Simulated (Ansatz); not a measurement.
Output of an Ansatz run (abridged):

```
WARN the atoms were moved onto the symmetric positions of the space group found under crystal.symmetry.tolerance 1.0e-5 (fractional …
WARN ansatz: RAYON_NUM_THREADS=1 ignored (pool sized by the plan → 1); use --threads N
Pseudopotentials: kind: paw
Pseudopotential: W, paw, valence charge 14
Pseudopotential: S, paw, valence charge 6
Crystal: 3 atoms, lattice volume = 146.555 Å³
Basis set: ecut = 420 eV, 2853 PW (Γ)
Bands: 17, of which v1, the nominal top of the filled ones, is band 13 counted from 1 (12 counted from 0)
Symmetry: 12 space group operations
Space group: P-6m2 (ITA 187), of the structure as read, at distance tolerance 5.3e-5 Å
k-points: 24 of 162 (time reversal used)
PAW frozen core: W, regenerated for the run's functional, and the local potential with it
PAW frozen core: S, regenerated for the run's functional, and the local potential with it
Initial density: superposition of atomic densities (neutral atoms: chi_scale 0, normalization atom), corrected by the library's trained network
Initial wavefunctions: pseudopotential atomic-orbital guess
Eigensolver: davidson
Functional: x = slater, c = lda
SCF iter   1: F=—  HF=-11871.584431 eV  |F-HF|=—  |Δ(HF+E_count)|=         —  Δρ=6.81e-3  dr2=1.57e-1  ethr=1.77e-3  ⟨swp⟩=6.5  Hψ=2222  notcnv=0  defer=40
all-band conjugate gradients solve this SCF's bands
preconditioner: auto → none
SCF iter   2: F=—  HF=-11871.650432 eV  |F-HF|=—  |Δ(HF+E_count)|=   6.60e-2  Δρ=9.89e-3  dr2=5.38e-1  ethr=6.04e-4  ⟨swp⟩=3.7  Hψ=1068  notcnv=0  defer=44  recentre
SCF iter   3: F=—  HF=-11871.562971 eV  |F-HF|=—  |Δ(HF+E_count)|=   8.75e-2  Δρ=2.42e-3  dr2=4.75e-3  ethr=6.04e-4  ⟨swp⟩=3.0  Hψ=683  notcnv=0  defer=46
SCF iter   4: F=—  HF=-11871.564307 eV  |F-HF|=—  |Δ(HF+E_count)|=   1.34e-3  Δρ=4.53e-4  dr2=2.65e-4  ethr=1.83e-5  ⟨swp⟩=2.5  Hψ=836  notcnv=0  defer=47
SCF iter   5: F=—  HF=-11871.564313 eV  |F-HF|=—  |Δ(HF+E_count)|=   5.95e-6  Δρ=1.03e-4  dr2=1.57e-5  ethr=1.02e-6  ⟨swp⟩=2.0  Hψ=609  notcnv=0  defer=47
SCF iter   6: F=—  HF=-11871.564258 eV  |F-HF|=—  |Δ(HF+E_count)|=   5.45e-5  Δρ=2.55e-5  dr2=6.81e-7  ethr=6.03e-8  ⟨swp⟩=2.5  Hψ=789  notcnv=0  defer=44
SCF iter   7: F=-11871.564259 eV  HF=-11871.564259 eV  |F-HF|=1.33e-8  |Δ(HF+E_count)|=   3.87e-7  Δρ=5.02e-6  dr2=3.22e-8  ethr=3.85e-10  ⟨swp⟩=11.2  Hψ=2878  notcnv=0
SCF 1 converged in 7 iterations: F = -11871.564259 eV  dr2 = 3.22e-8
SCF converged after 7 iterations
Free energy (F): -11871.564259 eV
Harris-Foulkes:  -11871.564259 eV  (|F-HF|=1.33e-8)
Internal energy: -11871.564259 eV  (E = F + TS)
E sigma→0 (E₀):  -11871.564259 eV
Fermi energy:    0.104863 eV
--- Per-component energies (eV) ---
  E_band       = -470.232014
  E_kinetic    = 667.978114
  E_local      = -12456.800305  (includes V_loc(G=0)·N_el)
  E_nonlocal   = 65.165056
  E_hartree    = 5905.363032
  E_xc         = -458.658215
  E_vxc        = -415.821350  (∫ρ·V_xc dr)
  E_paw        = -9447.356003  (= ΣΔE_a)
  E_vpaw       = -141.478120  (= ΣTr[D̂ρ^β])
  E_aug_tail   = -0.000066  (compensation charges beyond the density's cutoff)
  E_ewald      = 3852.154581
  E_core_change = 0.589548  (= ΣΔE_core)
  E_smearing   = -0.000000  (= −TS)
  E_closure    = 0.000000  (closes the sum)
  Σ components = -11871.564259   (vs F -11871.564259, Δ=0.00e0)
--- Forces (eV/Å), atoms counted from 1 ---
  atom   1  W      0.00000000     0.00000000     0.00000000
  atom   2  S     -0.00000000    -0.00000000     0.13456302
  atom   3  S     -0.00000000    -0.00000000    -0.13456302
  max |Σ_I F_I| component: 9.25e-18 eV/Å
--- Stress (GPa, compression-positive) ---
       -1.622650       0.000000      -0.000000
        0.000000      -1.622650      -0.000000
       -0.000000      -0.000000      -0.456913
  P = ⅓ Tr σ = -1.2341 GPa (-12.341 kbar)
  The stress holds the Pulay correction. Without it, at fixed plane waves, as pw.x and ABINIT print it: P = -1.2432 GPa
--- Band table (eV; the first three rows and the last of 24) ---
  k-point 0: bands = ["-73.7502", "-38.0423", "-37.8693", "-37.8693", "-14.6764", "-12.9386", "-6.2703", "-2.8132", "-2.8132", "-1.9441", "-1.5338", "-1.5338", "0.1049", "3.0543", "3.0543", "3.2777", "3.2777"]
  k-point 1: bands = ["-73.7502", "-38.0423", "-37.8693", "-37.8693", "-14.6764", "-12.9386", "-6.2703", "-2.8132", "-2.8132", "-1.9440", "-1.5338", "-1.5338", "0.1049", "3.0543", "3.0543", "3.2777", "3.2777"]
  k-point 2: bands = ["-73.7481", "-38.0345", "-37.9121", "-37.8792", "-14.4682", "-12.8662", "-6.0282", "-3.3108", "-2.6212", "-2.6076", "-1.8423", "-1.2041", "-0.0105", "2.8102", "2.9043", "3.0934", "3.4276"]
  k-point 23: bands = ["-73.7297", "-38.1361", "-38.0994", "-37.9674", "-12.1510", "-12.0411", "-5.7458", "-5.2895", "-4.4099", "-3.7292", "-3.1018", "-2.1681", "0.1016", "1.9108", "3.4823", "4.2558", "5.7613"]
```

The structure:

```
CELL_PARAMETERS angstrom
      3.16760     0.00000     0.00000
     -1.58380     2.74322     0.00000
      0.00000     0.00000    16.86583
ATOMIC_POSITIONS crystal
  W  0.00000 0.00000 0.00000
  S  0.33333 0.66667 0.90800
  S  0.33333 0.66667 0.09200
```

**Question.** Write an input that gives this output.

**Answer.** Other spellings and defaults could give the same log, and not every line can be read from it. The input that was run (DFT, LDA (PW92), plane waves, default PAW files made with PBE):

Ansatz 0.2 input:
```yaml
crystal:
  lattice:
    - [3.16760200, 0.00000000, 0.00000000]
    - [-1.58380100, 2.74322400, 0.00000000]
    - [0.00000000, 0.00000000, 16.86582700]
  atoms:
    - { symbol: W, position: [0.00000000, 0.00000000, 0.00000000] }
    - { symbol: S, position: [0.33333300, 0.66666700, 0.90800000] }
    - { symbol: S, position: [0.33333300, 0.66666700, 0.09200000] }
basis:
  ecutwfc: 420.0 eV
kpoints:
  mp_grid: { grid: [9, 9, 2] }
hamiltonian:
  xc: lda
  pseudopotentials: { kind: paw }
scf:
  occupations: { method: fixed }
output:
  forces: true
  eigenvalues: true
  stress: true
```

The starting cell comes from a database of computed structures (which also holds hypothetical and non-ambient phases and stackings), without a prior relaxation at this level. Its lattice was rescaled by up to half a per cent. Spin-orbit coupling is off. Ansatz's pressure includes its estimate of the finite-basis (Pulay) stress.

Ansatz is a first-principles code.
